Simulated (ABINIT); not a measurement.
ABINIT run on Rb (Im-3m, 1 atom in the cell): self-consistent single point.

Method: LDA (PW92), PAW (JTH v2.0 LDA PAW) (plane waves; ABINIT).

```
Rb
1.0
   -2.83347     2.83347     2.83347
    2.83347    -2.83347     2.83347
    2.83347     2.83347    -2.83347
Rb
1
Direct
  0.00000   0.00000   0.00000
```

Reference input (self-consistent single point, DFT, LDA (PW92), plane waves, PAW (JTH v2.0 LDA PAW)): pseudos = [Rb.LDA_PW-JTH.xml]; ecut = 20 Ha; pawecutdg = 40 Ha; ixc = 7; occopt = 3; tsmear = 0.00367493 Ha; ngkpt = 5 5 5; nshiftk = 1; shiftk = 0 0 0; potentials = JTH v2.0 LDA PAW; nband = 10; kptopt = 1. This run's input differs from it in these lines:

```diff
@@ -20,5 +20,5 @@
 kptopt 1
-ngkpt 5 5 5
+ngkpt 7 7 7
 nshiftk 1
-shiftk 0 0 0
+shiftk 0.5 0.5 0.5
 nstep 50
```

Output (repeated stretches shortened):

```
--- !BeginCycle
solver: {iscf: 17, nstep: 50, nline: 4, wfoptalg: 10, }
tolerances: {tolvrs: 1.00E-12, }
...

     iter   Etot(hartree)      deltaE(h)  residm     nres2
 ETOT  1  -24.464277337297    -2.446E+01 2.877E-02 9.343E-02
 ETOT  2  -24.489477087366    -2.520E-02 3.371E-04 7.763E-02
 ETOT  3  -24.489287193807     1.899E-04 2.313E-04 2.550E-02
 ETOT  4  -24.489223913884     6.328E-05 2.288E-05 1.124E-03
 ETOT  5  -24.489232528521    -8.615E-06 3.187E-05 1.094E-03
   [... 5 lines left out ...]
 ETOT 11  -24.489228051501     1.144E-11 2.391E-05 5.504E-10
 ETOT 12  -24.489228051500     1.815E-12 1.714E-05 9.049E-12
 ETOT 13  -24.489228051500    -3.268E-13 1.983E-05 4.309E-12
 ETOT 14  -24.489228051500     1.776E-13 1.379E-05 1.103E-13
 At SCF step   14       nres2   =  1.10E-13 < tolvrs=  1.00E-12 =>converged.

 Cartesian components of stress tensor (hartree/bohr^3)
  sigma(1 1)=  1.36114447E-05  sigma(3 2)=  0.00000000E+00
  sigma(2 2)=  1.36114447E-05  sigma(3 1)=  0.00000000E+00
  sigma(3 3)=  1.36114447E-05  sigma(2 1)=  0.00000000E+00

 ----iterations are completed or convergence reached----

 reduced coordinates (array xred) for    1 atoms
       0.000000000000      0.000000000000      0.000000000000
 cartesian forces (eV/Angstrom) at end:
    1     -0.00000000000000    -0.00000000000000    -0.00000000000000
 frms,max,avg= 0.0000000E+00 0.0000000E+00   0.000E+00  0.000E+00  0.000E+00 e/A
 length scales=  9.274251767336  9.274251767336  9.274251767336 bohr
              =  4.907722662000  4.907722662000  4.907722662000 angstroms
   [... lines left out ...]
 Fermi (or HOMO) energy (hartree) =  -0.01644   Average Vxc (hartree)=  -0.21150
 Fermi (or HOMO) energy (eV) =  -0.44732   Average Vxc (eV)=  -5.75508
   [... lines left out ...]
'-kT*entropy'       : -1.30615904061586E-03
total_energy        : -2.44892283205408E+01
total_energy_eV     : -6.66385792265420E+02
...

-Cartesian components of stress tensor (GPa)         [Pressure= -4.0046E-01 GPa]
- sigma(1 1)=  4.00462462E-01  sigma(3 2)=  0.00000000E+00
- sigma(2 2)=  4.00462462E-01  sigma(3 1)=  0.00000000E+00
- sigma(3 3)=  4.00462462E-01  sigma(2 1)=  0.00000000E+00

 Calculation completed.
```

The run converged in 14 iterations. 

The starting cell has typed, rounded lattice constants, without a prior relaxation at this level. Its lattice was rescaled by up to half a per cent.

These are the values that this program gave, and no reference: the one-centre exchange-correlation terms come from a truncated expansion.
